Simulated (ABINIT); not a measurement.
**Energy against c/a at fixed volume: hcp Re (space group 194) (ABINIT, LDA)**

```xyz
2
Lattice="2.7718 0.0000 0.0000 -1.3859 2.4004 0.0000 0.0000 0.0000 4.2998" Properties=species:S:1:pos:R:3 pbc="T T T"
Re     1.3859     0.8001     3.2249
Re     0.0000     1.6003     1.0750
```

Computed with LDA (PW92), norm-conserving pseudopotentials (PseudoDojo nc-sr-04 LDA standard) (plane waves; ABINIT). Settings: pseudos = [Re.upf]; ecut = 47 Ha; ixc = 7; occopt = 3; tsmear = 0.05 eV; ngkpt = 28 28 16; nshiftk = 1; shiftk = 0 0 0; potentials = PseudoDojo nc-sr-04 LDA standard; nband = 21; kptopt = 1; nstep = 60; tolvrs = 1e-12. The cell above is the first row's. The rows change c/a at fixed volume. In all rows fractional positions and the k mesh are held. E is the free energy at the stated smearing, counted from the lowest row.

| c/a | E (meV/atom) |
|---|---|
| 1.5513 | 21.12 |
| 1.5675 | 11.49 |
| 1.5836 | 4.77 |
| 1.5998 | 0.94 |
| 1.6159 | 0.00 |
| 1.6321 | 1.95 |
| 1.6483 | 6.78 |
| 1.6644 | ? |

### Question
Using a cubic, estimate the missing E at c/a = 1.6644 from the other rows, showing the fit.

### Answer
With u = c/a - 1.600, the rows have u = -0.048700, -0.032500, -0.016400, -0.000200, 0.015900, 0.032100, 0.048300. Least squares gives E = 0.911 - 145.13·u + 5532.1·u² - 218·u³. Residuals (row less fit): -0.004, 0.012, -0.010, 0.000, -0.001, 0.005, -0.002; standard error 0.010 (degrees of freedom: 3). The fitted curve has its minimum at c/a = 1.61, where E = -0.04. To one more digit the minimum is at c/a = 1.613; the ideal close-packed ratio is 1.633. At the withheld row, u = 0.064400, so E = 0.911 - 145.13 × 0.064400 + 5532.1 × 0.064400² - 218 × 0.064400³ = 14.450 meV/atom. The calculation gives 14.50 meV/atom, 0.050 meV/atom above the prediction (0.2 % of the range of E in the table). The row lies outside the fitted rows, so this is an extrapolation. From the scatter of the fitted rows alone, a prediction at this place has a standard error of 0.030 meV/atom, so the miss is 1.7 times that.

Carrying the step between the two nearest rows on in a straight line would have given 11.58, off by 2.92; series whose last step already gives the withheld value aren't shown. The reference cell has the volume at which an earlier scan in this program and functional put its minimum by a fit; axis ratios and inner coordinates come from a measured-size cell. The runs keep the symmetry of the cell, so they don't test it for distortions. The best c/a moves a little with volume. Spin polarisation is off. Spin-orbit coupling is off. In metals such curves are sensitive to mesh and smearing. 1 of the planned runs didn't end soundly and are left out. Cutoffs and mesh are single choices, not tested for convergence of this quantity. Series with a scatter that would blur these digits, or in which a gap closes, are not shown. Strain series were run only where this level's volume lies within 10 % of a first guess from the measured size.
